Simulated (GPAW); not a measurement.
A self-consistent single point of BaAl2Ga2 (P1, 5 atoms in the cell) with GPAW.

Level of theory: PBEsol, GPAW PAW datasets PBEsol (made by gpaw-setup) (plane waves; GPAW).

The change in words: atoms moved at random. Reference geometry:
```
Ba(AlGa)2
1.0
   -2.25718     2.25718     5.57623
    2.25718    -2.25718     5.57623
    2.25718     2.25718    -5.57623
Ba Al Ga
1 2 2
Direct
  0.00000   0.00000   0.00000
  0.75000   0.25000   0.50000
  0.25000   0.75000   0.50000
  0.37971   0.37971   0.00000
  0.62029   0.62029   0.00000
```

Reference input (self-consistent single point, DFT PBEsol, plane waves, GPAW PAW datasets PBEsol (made by gpaw-setup)): mode = pw; ecut = 600 eV; xc = PBEsol; kpts = 7 7 7; mesh shift (steps) = 0 0 0; occupations.name = methfessel-paxton; occupations.width = 0.1 eV; occupations.order = 0; nbands = -11; symmetry.symmorphic = false; symmetry.tolerance = 0.0005; maxiter = 100. This run's input differs from it in these lines:

```diff
@@ -8,7 +8,7 @@
                     [2.257182, 2.257182, -5.576230]],
-              scaled_positions=[[0.000000, 0.000000, 0.000000],
-                                [0.750000, 0.250000, 0.500000],
-                                [0.250000, 0.750000, 0.500000],
-                                [0.379710, 0.379710, 0.000000],
-                                [0.620290, 0.620290, 0.000000]],
+              scaled_positions=[[0.009978, -0.003279, 0.015598],
+                                [0.740356, 0.259245, 0.504577],
+                                [0.251490, 0.746085, 0.492619],
+                                [0.376921, 0.378641, -0.014147],
+                                [0.621255, 0.619309, 0.001353]],
               pbc=True)
```

Output, abridged:

```
     iter     time        total  log10-change:
                         energy   eigst   dens
iter:   1 --:--:--   -18.952973
iter:   2 --:--:--   -18.974326   -1.71  -1.00
iter:   3 --:--:--   -18.846185   -2.10  -1.03
iter:   4 --:--:--   -18.870574   -2.61  -1.34
iter:   5 --:--:--   -18.844608   -2.79  -1.64
iter:   6 --:--:--   -18.836921   -4.10  -1.94
iter:   7 --:--:--   -18.833869c  -3.99  -2.13
iter:   8 --:--:--   -18.833842c  -4.78  -2.62
iter:   9 --:--:--   -18.833577c  -4.93  -2.62
iter:  10 --:--:--   -18.833514c  -5.46  -3.04
iter:  11 --:--:--   -18.833511c  -6.89  -3.41
iter:  12 --:--:--   -18.833511c  -7.59c -3.43
iter:  13 --:--:--   -18.833513c  -6.92  -3.49
iter:  14 --:--:--   -18.833512c  -7.95c -3.60
iter:  15 --:--:--   -18.833513c  -7.96c -3.62
iter:  16 --:--:--   -18.833512c  -7.37  -3.65
iter:  17 --:--:--   -18.833511c  -7.63c -4.00
iter:  18 --:--:--   -18.833511c  -8.96c -4.13c
Converged after 18 iterations.

Dipole moment: (0.649423, -2.281148, 0.227378) |e|*Ang

Energy contributions relative to reference atoms: (reference = -340059.854268)

Kinetic:        +30.729891
Potential:      -21.066047
External:        +0.000000
XC:             -28.450724
Entropy (-ST):   -0.007890
Local:           -0.042686
SIC:             +0.000000
--------------------------
Free energy:    -18.837456
Extrapolated:   -18.833511

Showing only first 2 kpts
 Kpt  Band  Eigenvalues  Occupancy
  0     9      5.53700    2.00000
  0    10      6.52599    2.00000
  0    11      7.38663    0.00000
  0    12      7.51135    0.00000

  1     9      5.88413    2.00000
  1    10      5.97706    2.00000
  1    11      7.40625    0.00000
  1    12      8.34872    0.00000

Fermi level: 6.88741

No gap
   [... lines left out ...]
Energy (eV): -18.833511

Forces in eV/Ang:
  0 Ba   -0.03953   -0.31077    0.18348
  1 Al   -0.25149    0.04999    0.16068
  2 Al    0.06310    0.08291   -0.12131
  3 Ga    0.01424    0.12729   -0.26534
  4 Ga    0.21324    0.04887    0.04322

Stress tensor:
     0.008857    -0.000293     0.002065
    -0.000293     0.010984     0.001294
     0.002065     0.001294     0.006900
Stress (GPa, Voigt): [ 1.4191  1.7598  1.1054  0.2074  0.3309 -0.047 ]
```

The run converged in 18 iterations. GPAW prints stress with tension positive. Against the reference run the free energy goes up by 6.3 meV/atom, the pressure moves little (-1.41 to -1.43 GPa) and the largest force goes from 0.152 to 0.363 eV/Å.

The starting cell comes from a database of computed structures (which also holds hypothetical and non-ambient phases and stackings), without a prior relaxation at this level. Its lattice was rescaled by a random factor within 2.5 % of one. For this run, on top of that: atoms moved at random.

Cost on one core of a shared machine: roughly 5 min.
